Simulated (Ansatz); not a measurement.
# Hypothetical P6_3/mmc HgI2: thickness series

The reference is HgI₂ in the 2H-MoS2 type structure (space group P6_3/mmc, No. 194; a = 4.0712 Å, c = 13.5592 Å; a hypothetical phase, not in the database extracts checked; layered, stacked along the Cartesian z axis).

Free-standing slabs (3 atom(s) a layer) normal to the stacking axis with 15 Å of vacuum; in-plane cell relaxed.

Levels (all Ansatz, an electronic-structure program, PAW, earlier PAW set): PBEsol-D3(BJ) (420 eV, no spin-orbit coupling); r2SCAN (500 eV, no spin-orbit coupling); HSE06 (420 eV, scalar-relativistic without spin-orbit coupling); PBEsol+SOC (420 eV, spin-orbit coupling included).

Band gaps by level, all at the geometries relaxed with PBEsol-D3(BJ):

| case | PBEsol-D3(BJ) | r2SCAN | HSE06 | PBEsol+SOC |
|---|---|---|---|---|
| base | zero | 0.27 eV | – | zero |
| 1 layer | 0.90 eV | 1.19 eV | 1.71 eV | 0.56 eV |
| 2 layers | 0.62 eV | 0.90 eV | 1.38 eV | 0.28 eV |
| 3 layers | 0.40 eV | 0.69 eV | 1.18 eV | 0.14 eV |

Single points use the geometry relaxed with PBEsol-D3(BJ). HSE06 gaps are upper bounds (no full band path). Differences between runs with and without spin-orbit coupling are approximate. Spin-orbit coupling, missing from the scalar runs, can matter with Hg and I. No phonon test of stability was made. The runs without spin-orbit coupling are not spin-polarised. A zero or small gap of HgI2 can be the functional's error rather than a property of the material.
